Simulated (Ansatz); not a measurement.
Consider the following.

```
CdSe
1.0
    4.31895     0.00000     0.00000
   -2.15947     3.74032     0.00000
    0.00000     0.00000     6.93535
Cd Se
2 2
Direct
  0.33333   0.66667   0.99783
  0.66667   0.33333   0.49783
  0.33333   0.66667   0.37717
  0.66667   0.33333   0.87717
```

Level of theory: PBE with spin-orbit coupling, rigid bands (plane waves, PAW; Ansatz, a program for electronic structure). Condition of this run: uniaxial stress along c of 0.7 GPa (compression positive) (the target of the relaxation). Cell: cell and atoms relaxed with PBEsol, then loaded as said.

### Question
What conductivity effective mass do dilute holes have at 300 K?

### Answer
1.07 (x), 1.07 (y), 0.83 (z) mₑ.

### Question
What conductivity effective mass do dilute electrons have at 300 K?

### Answer
0.078 (x), 0.078 (y), 0.072 (z) mₑ.

### Question
And the band gap?

### Answer
0.57 eV at this level; semilocal functionals usually fall short of the measured gap.

Rigid bands, one relaxation time for all states, no polarons. Geometry: cell and atoms relaxed with PBEsol.
